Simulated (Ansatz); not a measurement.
Worked example: self-consistent single point of Ti3Al (P6_3/mmc, 8 atoms in the cell) in Ansatz (an electronic-structure program).

Level of theory: RPBE, default PAW files made with PBE (plane waves; Ansatz).

```
CELL_PARAMETERS angstrom
      5.97029     0.00000     0.00000
     -2.98515     5.17042     0.00000
      0.00000     0.00000     4.78864
ATOMIC_POSITIONS crystal
  Ti 0.83920 0.67840 0.25000
  Ti 0.16080 0.83920 0.75000
  Ti 0.32160 0.16080 0.25000
  Ti 0.16080 0.32160 0.75000
  Ti 0.83920 0.16080 0.25000
  Ti 0.67840 0.83920 0.75000
  Al 0.33333 0.66667 0.25000
  Al 0.66667 0.33333 0.75000
```

Reference input (self-consistent single point, DFT, LDA (PW92), plane waves, default PAW files made with PBE): basis.ecutwfc = 420 eV; kpoints.mp_grid.grid = 5 5 5; hamiltonian.xc = lda; hamiltonian.pseudopotentials = {kind: paw} (the program's default PAW files); scf.occupations.method = methfessel_paxton; scf.occupations.width = 0.136 eV. This run's input differs from it in these lines:

Ansatz 0.2 input:
```diff
@@ -20,3 +20,3 @@
 hamiltonian:
-  xc: lda
+  xc: rpbe
   pseudopotentials: { kind: paw }
```

Log, with long lists cut:

```
SCF iter   1: F=—  HF=-16106.863253 eV  |F-HF|=—  |Δ(HF+E_count)|=         —  Δρ=4.97e-3  dr2=4.41e-2  ethr=1.77e-3  ⟨swp⟩=6.7  Hψ=2831  notcnv=0
all-band conjugate gradients solve this SCF's bands
preconditioner: auto → Kerker (q_TF=auto, 2.453 Å⁻¹)
SCF iter   2: F=—  HF=-16106.858481 eV  |F-HF|=—  |Δ(HF+E_count)|=   4.77e-3  S|Δr|=    0.00e0  Δρ=3.03e-3  dr2=2.25e-2  ethr=5.66e-5  ⟨swp⟩=1.9  Hψ=863  notcnv=0
   [... lines left out ...]
SCF iter   5: F=—  HF=-16106.854751 eV  |F-HF|=—  |Δ(HF+E_count)|=   5.30e-5  S|Δr|=    0.00e0  Δρ=7.29e-5  dr2=9.75e-6  ethr=7.02e-8  ⟨swp⟩=2.0  Hψ=854  notcnv=0
SCF iter   6: F=—  HF=-16106.854749 eV  |F-HF|=—  |Δ(HF+E_count)|=   2.21e-6  S|Δr|=    0.00e0  Δρ=1.48e-5  dr2=3.68e-7  ethr=1.25e-8  ⟨swp⟩=2.0  Hψ=929  notcnv=0
SCF iter   7: F=-16106.854749 eV  HF=-16106.854749 eV  |F-HF|=7.88e-10  |Δ(HF+E_count)|=   8.32e-8  S|Δr|=    0.00e0  Δρ=2.35e-6  dr2=6.75e-9  ethr=1.28e-10  ⟨swp⟩=8.9  Hψ=2653  notcnv=0
SCF 1 converged in 7 iterations: F = -16106.854749 eV  dr2 = 6.75e-9
Stability not checked (fill_not_monotonic)
Free energy (F): -16106.854749 eV
Internal energy: -16106.865480 eV  (E = F + TS)
E sigma→0 (E₀):  -16106.857431 eV
Entropy (-TS):   0.010731 eV (1.341 meV/atom)
Fermi energy:    10.853722 eV
--- Forces (eV/Å), atoms counted from 1 ---
  atom   1  Ti    -0.00000004    -0.76545383     0.00000000
  atom   2  Ti     0.66290244    -0.38272695     0.00000000
  atom   3  Ti     0.66290248     0.38272688     0.00000000
  atom   4  Ti     0.00000004     0.76545383     0.00000000
   [... lines left out ...]
  atom   8  Al    -0.00000000    -0.00000000     0.00000000
--- Stress (GPa, compression-positive) ---
       -6.322059       0.000000       0.000000
        0.000000      -6.322059       0.000000
        0.000000       0.000000      -6.188818
  P = ⅓ Tr σ = -6.2776 GPa (-62.776 kbar)
  The stress holds the Pulay correction. Without it, at fixed plane waves, as pw.x and ABINIT print it: P = -6.3126 GPa
```

The run converged in 7 iterations. Against the reference run the pressure goes from -15.17 to -6.28 GPa and the largest force goes from 0.518 to 0.765 eV/Å.

The starting cell was generated: these elements placed on a structure prototype, without a prior relaxation; it need not be a known phase or ordering of this composition. Its lattice was rescaled by a random factor within 2.5 % of one. Spin polarisation is off. With a pressure of about -6 GPa the cell is away from its equilibrium volume at this level. Ansatz's pressure includes its estimate of the finite-basis (Pulay) stress.
